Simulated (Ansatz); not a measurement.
The starting structures come from a database of crystals and need not be the phases stable at ambient conditions.

Inside the gap of an insulator the Bloch states are evanescent, with a wavenumber k + iκ along the transport direction.

Given:

```yaml
crystal:
  lattice:
    - [3.77778, 0.00000, 0.00000]
    - [0.00000, 3.77778, 0.00000]
    - [1.88889, 1.88889, 2.72581]
  atoms:
    - { symbol: Ga, position: [0.00000, 0.00000, 0.00000] }
    - { symbol: P, position: [0.75000, 0.25000, 0.50000] }
```

Space group of this cell: I-4m2. The cell is strained (lengths across the current scaled by 0.98, ions clamped); by r2SCAN its mean pressure is 3.9 GPa.

Transport runs along the normal of the first two printed cell vectors, the (001) (indices of the unstrained crystal) plane of the conventional cell.

The gap is the functional's own, uncorrected, and κ follows it; spin-orbit coupling is left out. Mid-gap values are interpolated between the computed energies.

**Question.** Predict the band gap and the smallest decay constant κ at mid-gap from r2SCAN run with Ansatz (a program for electronic structure).

**Answer.** Gap 1.67 eV on a 12×12×12 mesh; κ = 0.151 1/Å, at the zone centre.
